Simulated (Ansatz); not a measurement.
System: A15 Nb3Sn (cubic form, which distorts at low temperature). Method: BLYP (plane waves, PAW; Ansatz, an electronic-structure program).

Numerical settings: plane-wave cutoff 520 eV, 10×10×10 k mesh, Fermi–Dirac smearing 0.05 eV, no spin polarisation, scalar-relativistic PAW data made under PBE.

Computed at the level's own relaxed cell.

### Question
Estimate the equilibrium volume per atom, bulk modulus B0, lattice parameter a and pressure derivative B′ of the bulk modulus that the calculation returns.

### Answer

* **equilibrium volume per atom**: 19.61 Å³/atom
* **bulk modulus B0**: 145 GPa
* **lattice parameter a**: 5.393 Å
* **pressure derivative B′ of the bulk modulus**: 4.3

The run finds no gap.

Measured, for comparison: equilibrium volume per atom 18.49 Å³/atom, lattice constant a 5.289 Å (temperature not stated, no zero-point or thermal correction; as tabulated in Priinits et al. (2024), arXiv:2406.00817); bulk modulus 165 GPa (4 K, zero-point motion not removed; as tabulated in Lu and Klein (1997), arXiv:cond-mat/9704251). Computed (rounded) less measured: equilibrium volume per atom +6.1 %, bulk modulus -12 %, lattice constant a +2.0 %.

Note: symmetry holds this phase in the static calculation, where it need not be a minimum.

Spin–orbit coupling is not included.

Computed values are for the static lattice.
